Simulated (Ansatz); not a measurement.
Input and output of a relaxation of the atoms for LaAl2 (R3m, 6 atoms in the cell) (Ansatz, an electronic-structure program).

Method of the run: LDA (PW92), default PAW files made with PBE (plane waves; Ansatz).

The change in words: one atom moved by 0.15 angstrom; relax: default → atoms; relax.f_tol: default → 0.005 eV/Å. Reference geometry:
```yaml
crystal:
  lattice:
    - [0.00000, 4.04414, 4.04414]
    - [4.04414, 0.00000, 4.04414]
    - [4.04414, 4.04414, 0.00000]
  atoms:
    - { symbol: La, position: [0.00000, 0.00000, 0.00000] }
    - { symbol: La, position: [0.25000, 0.25000, 0.25000] }
    - { symbol: Al, position: [0.62500, 0.62500, 0.62500] }
    - { symbol: Al, position: [0.12500, 0.62500, 0.62500] }
    - { symbol: Al, position: [0.62500, 0.62500, 0.12500] }
    - { symbol: Al, position: [0.62500, 0.12500, 0.62500] }
```

Reference input (self-consistent single point, DFT, LDA (PW92), plane waves, default PAW files made with PBE): basis.ecutwfc = 30.9 Ry; kpoints.mp_grid.grid = 7 7 7; hamiltonian.xc = lda; hamiltonian.pseudopotentials = {kind: paw} (the program's default PAW files); scf.occupations.method = fermi_dirac; scf.occupations.width = 0.0073 Ry. This run's input differs from it in these lines:

```diff
@@ -7,3 +7,3 @@
   atoms:
-    - { symbol: La, position_ang: [0.00000000, 0.00000000, 0.00000000] }
+    - { symbol: La, position_ang: [0.08660128, 0.08660128, 0.08660128] }
     - { symbol: La, position_ang: [2.02207150, 2.02207150, 2.02207150] }
@@ -22,2 +22,4 @@
   occupations: { method: fermi_dirac, width: 0.0073 Ry }
+relax:
+  f_tol: 0.005
 output:
```

Output, abridged:

```
   [... SCF lines of the steps left out ...]
relax step   1: F+E_penalty+E_count = -14206.77598889 eV  Δ(F+E_penalty+E_count) = +0.000e0 eV  max|allowed force component| = 3.393e-1 eV/Å  Δτ_max = 0.0000 Å  (6 SCF iters, dr2 threshold 6.25e-7 eV, accepted)
relax step   2: F+E_penalty+E_count = -14206.81531843 eV  Δ(F+E_penalty+E_count) = -3.933e-2 eV  max|allowed force component| = 1.235e-1 eV/Å  Δτ_max = 0.1643 Å  (5 SCF iters, dr2 threshold 7.20e-6 eV, accepted)
relax step   3: F+E_penalty+E_count = -14206.82169374 eV  Δ(F+E_penalty+E_count) = -6.375e-3 eV  max|allowed force component| = 3.406e-3 eV/Å  Δτ_max = 0.0382 Å  (5 SCF iters, dr2 threshold 9.53e-7 eV, accepted)
relax step   4: F+E_penalty+E_count = -14206.82169375 eV  Δ(F+E_penalty+E_count) = -1.253e-8 eV  max|allowed force component| = 3.365e-3 eV/Å  Δτ_max = 0.0000 Å  (2 SCF iters, accepted)
the relaxation is at rest under the 6 symmetry operations that the run kept from its start: a minimum is not shown …
Stability not checked: this state was not tested for a lower state beside it, because too few of the mixer's solves of this state at the end of the SCF gave a …
Free energy (F): -14206.821694 eV
Internal energy: -14206.695853 eV  (E = F + TS)
E sigma→0 (E₀):  -14206.758774 eV
Entropy (-TS):   -0.125840 eV (-20.973 meV/atom)
Fermi energy:    9.846689 eV
--- Forces (eV/Å), atoms counted from 1 ---
  atom   1  La     0.00336656     0.00336656     0.00336656
   [... lines left out ...]
    - { symbol: Al, position: [0.6268083879046079, 0.6268083879046079, 0.6268083879046079] }
    - { symbol: Al, position: [0.12679223588957833, 0.6268141455121451, 0.626814145512145] }
    - { symbol: Al, position: [0.6268141455121451, 0.6268141455121451, 0.12679223588957833] }
    - { symbol: Al, position: [0.6268141455121451, 0.12679223588957833, 0.626814145512145] }
```

The run converged.  The full log also holds: “iter 5 did not close the SCF: its close was put off for the readings that it lacked (scf_convergence_deferred on its scf_iter line)”.

Summary of the result:
Free energy E − TS (on the zero of these files): -14206.8217 eV
Fermi level (on the code's own zero): 9.85 eV
Pressure: -2.42 GPa
Largest force (vector length): 0.006 eV/Å
Relaxation steps: 4

The starting cell comes from a database of computed structures (which also holds hypothetical and non-ambient phases and stackings), without a prior relaxation at this level. Its lattice was rescaled by up to half a per cent. For this run, on top of that: one atom moved by 0.15 angstrom. The relaxation keeps the symmetry of its start, so its end need not be a minimum. Ansatz's pressure includes its estimate of the finite-basis (Pulay) stress.

Cost on one core of a shared machine: roughly 60 s.

Keys are those of Ansatz 0.2.
